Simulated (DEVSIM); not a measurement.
System: Mo/Al2O3/n-InP capacitor, at 300 K.

| layer (left to right) | material | thickness (nm) | Nd (cm⁻³) |
|---|---|---|---|
| 1 | Al2O3 | 4.10 | - |
| 2 | InP | 15000 | 1.7e15 |

Metal gate on the left, work function 4.6 eV. Fixed charge at the semiconductor interface 5.9e10 cm⁻² (in units of +e); no interface traps.

Constants are typed, rounded textbook-type inputs, not results; the design itself was drawn at random and stands for no fabricated device. Values at 300 K.

```csv
parameter,Al2O3,InP
gap (eV),6.8,1.344
affinity (eV),1.35,4.38
permittivity,9,12.5
Nc (cm⁻³),-,5.7e17
Nv (cm⁻³),-,1.1e19
```

Model (solved in DEVSIM): 1D Poisson equation in equilibrium, Boltzmann statistics, complete ionisation; no quantum confinement or tunnelling. Metal contacts follow the ideal Schottky-Mott rule: no Fermi-level pinning, no interface dipoles.

The interface trap density was swept, all else fixed.

| interface trap density (cm^-2 eV^-1) | minimum of the low-frequency capacitance (μF/cm²) | flat-band voltage (V) | threshold voltage (band bending 2φF) (V) |
|---|---|---|---|
| 0 | 0.0136 | 0.06 | -0.91 |
| 1e10 | 0.0151 | 0.06 | -0.91 |
| 1e11 | (withheld) | 0.07 | -0.92 |
| 3e11 | 0.0599 | 0.08 | -0.93 |
| 1e12 | 0.160 | 0.11 | -0.95 |
| 2e12 | 0.285 | 0.15 | -0.99 |

Fill in the missing entries.


- 1e11, minimum of the low-frequency capacitance (μF/cm²): 0.0292
